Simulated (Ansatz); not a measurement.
## SnS2, pressure series

Base system: SnS$_{2}$ in the CdI2 type structure (space group P-3m1, No. 164; layered, stacked along the Cartesian z axis).

Space group P-3m1 (No. 164); a = 3.6260 Å, b = 3.6260 Å, c = 5.5735 Å, α = 90.00°, β = 90.00°, γ = 120.00°

| atom | site | symmetry | x | y | z |
|---|---|---|---|---|---|
| Sn | 1a | -3m. | 0.0000 | 0.0000 | 0.0000 |
| S | 2d | 3m. | 0.3333 | 0.6667 | 0.2644 |

Cell and atoms are relaxed at each pressure.

Method: PBEsol-D3(BJ), PAW, 420 eV (Ansatz, an electronic-structure program; without spin-orbit coupling).

Notes on the quantities. enthalpy: H = E + PV relative to the base's energy.

```tsv
variant	width of the top valence band	shortest interatomic distance	band gap	enthalpy
base	2.13 eV	4.838 bohr	0.96 eV	–
pressure −2 GPa	1.29 eV	4.862 bohr	1.36 eV	-0.27 eV/atom
pressure −1 GPa	1.81 eV	4.849 bohr	1.10 eV	-0.13 eV/atom
pressure 0.3 GPa	2.21 eV	4.835 bohr	0.93 eV	+0.04 eV/atom
pressure 0.7 GPa	2.30 eV	4.831 bohr	0.89 eV	+0.09 eV/atom
pressure 1.5 GPa	2.48 eV	4.823 bohr	0.83 eV	+0.19 eV/atom
```

Load acts through the strain it causes; cell and atoms are relaxed under it. No phonon test of stability was made.
